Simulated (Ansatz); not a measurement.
The parent structure is CdS in the zinc blende structure (space group F-43m, No. 216).

```xyz
2
Lattice="0.0000 2.8783 2.8783 2.8783 0.0000 2.8783 2.8783 2.8783 0.0000" Properties=species:S:1:pos:R:3 pbc="T T T"
Cd     0.0000     0.0000     0.0000
S      1.4392     1.4392     1.4392
```

Cartesian axes are those of the cell as printed.

The values are results of LDA (Ansatz, a quantum-chemistry and plane-wave program; PAW; 420 eV plane waves; no spin-orbit coupling), not measurements.

For the base:

The band gap is 0.95 eV and the electron mass is 0.10 mₑ (at Γ). The valence-band top at Γ comes out as 0.00, 0.00, 0.00 eV.

It is then changed as follows: biaxial strain −1.50 %, plane normal [001], relaxed out of plane (Cartesian); in-plane vectors clamped, the third vector and the atoms free.

Problem. Estimate the effect on the band gap, electron mass, ratio −ε⊥/ε∥, valence-band top at Γ and energy relative to the base.

Solution. The band gap drops by 0.03 eV, from 0.95 eV to 0.92 eV; the electron mass goes from 0.10 mₑ (at Γ) to 0.11 mₑ out of plane, 0.10 mₑ in plane (at Γ); the ratio −ε⊥/ε∥ comes out as 1.47; the valence-band top at Γ (three highest levels, from the VBM) changes from 0.00, 0.00, 0.00 eV to 0.00, 0.00, -0.13 eV; the energy goes up by 1.8 meV/atom.

Effective masses come from finite differences of ±0.01 Å⁻¹. No phonon test of stability was made.
